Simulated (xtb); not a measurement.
xtb 6.7.1, GFN2-xTB: Ti(Cl)(OSiH3)3 ([SiH3][O][Ti]([Cl])([O][SiH3])[O][SiH3]), 17 atoms. The geometry is a generated start, not checked to be a minimum at this level.

* **method**: GFN2-xTB
* **--acc**: 1 (default)
* **--etemp (K)**: 300 (default)
* **detailed input (--input)**: none: ANC optimiser, Lindh (1995) Hessian, microcycle=20, maxdispl=1.0, hlow=0.01 (default)
* **basis functions**: 71
* **valence electrons**: 50

```xyz
17

Ti     0.6118     1.2719    -0.2576
Cl     1.5463     3.1073    -0.8475
O     -1.0944     1.4043    -0.4407
Si    -2.5572     0.7343    -0.5325
H     -3.1142     1.1187    -1.8427
H     -3.3605     1.2753     0.5758
H     -2.4374    -0.7380    -0.4104
O      0.9996     0.9099     1.3827
Si     0.9835    -0.2093     2.5413
H     -0.0277     0.1995     3.5337
H      2.3352    -0.2290     3.1266
H      0.6399    -1.5171     1.9366
O      1.2008     0.0148    -1.2758
Si     1.0886    -1.5166    -1.7656
H      2.0306    -2.3163    -0.9598
H      1.4519    -1.5126    -3.1902
H     -0.2969    -1.9972    -1.5741
```

Charge 0 and multiplicity 1 are set for this test and not shown to be the ground state.

The structure is relaxed from this start with --opt LEVEL for the levels crude, sloppy, loose, lax, normal, tight, vtight, extreme, once each. Up to the end of the extreme run atoms move by at most 1.0 Å along an axis.

What is the loosest level that ends within 5 meV of the extreme run, and how many cycles does it take?

normal: 28 cycles against 82, ending 2.1 meV above.

```tsv
level	cycles	energy above the extreme run (meV)	gradient norm (eV/Å)
crude	1	27	0.11
sloppy	1	27	0.11
loose	1	27	0.11
lax	1	27	0.11
normal	28	2.1	0.018
tight	49	0.32	0.013
vtight	81	under 0.01	0.0018
extreme	82	—	0.0020
```
